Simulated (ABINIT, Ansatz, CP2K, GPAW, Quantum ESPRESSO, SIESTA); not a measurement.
Code comparison for MgTl (Pm-3m, 2 atoms in the cell)

Self-consistent single point, at a second geometry (lattice scaled by 0.98). First geometry:

```
CELL_PARAMETERS angstrom
      3.63780     0.00000     0.00000
      0.00000     3.63780     0.00000
      0.00000     0.00000     3.63780
ATOMIC_POSITIONS crystal
  Mg 0.00000 0.00000 0.00000
  Tl 0.50000 0.50000 0.50000
```

Shared settings, as Ansatz (an electronic-structure program) writes them: kpoints.mp_grid.grid = 7 7 7; scf.occupations.method = gaussian; scf.occupations.width = 0.272 eV. Potentials and cutoffs stand in the table.

| code | model | ΔF from the first geometry (meV/atom) | pressure (GPa) | cutoff |
|---|---|---|---|---|
| Ansatz | PBEsol, default PAW files made with PBE | 2.1 | 1.57 | default |
| GPAW | PBEsol, GPAW PAW datasets PBEsol (made by gpaw-setup) | -0.5 | 1.31 | 800 eV |
| CP2K | PBEsol, GPW, DZVP-MOLOPT-SR-GTH basis, GTH-PBE potentials (GTH_POTENTIALS) | 20.9 | 3.92 | grid 1000 Ry |
| SIESTA | GGA PBEsol, numerical atomic orbitals DZP, PseudoDojo PBEsol standard norm-conserving potentials (rewritten from UPF to PSML) | 25.3 | 3.69 | grid 300 Ry |
| ABINIT | PBEsol, norm-conserving pseudopotentials (PseudoDojo nc-sr-04 PBEsol standard) | 2.5 | 1.65 | 1143 eV |
| Quantum ESPRESSO | PBEsol, PseudoDojo standard norm-conserving (PBESOL) pseudopotentials | 2.5 | 1.66 | 85 Ry |

On Ansatz's run: spin-orbit coupling is off.

The spread over the programs that give each value: ΔF from the first geometry within 25.8 meV/atom; pressure within 2.61 GPa.

CP2K and SIESTA use small atom-centred bases, whose incompleteness enters pressures, forces and empty levels differently from a plane-wave cutoff. Ansatz's pressure is given at a fixed set of plane waves, as the other plane-wave codes print theirs; with its correction for the finite basis it is 1.60 GPa. In the pressure, CP2K (by 2.31) and SIESTA (by 2.07) lie more than 1 GPa from the median of the plane-wave programs.

The starting cell comes from a database of computed structures (which also holds hypothetical and non-ambient phases and stackings), without a prior relaxation at this level. For this run, on top of that: lattice scaled by 0.98.

Left out of this page: Elk and FLEUR (not drawn, or without a comparable value).

Keys are those of Ansatz 0.2.
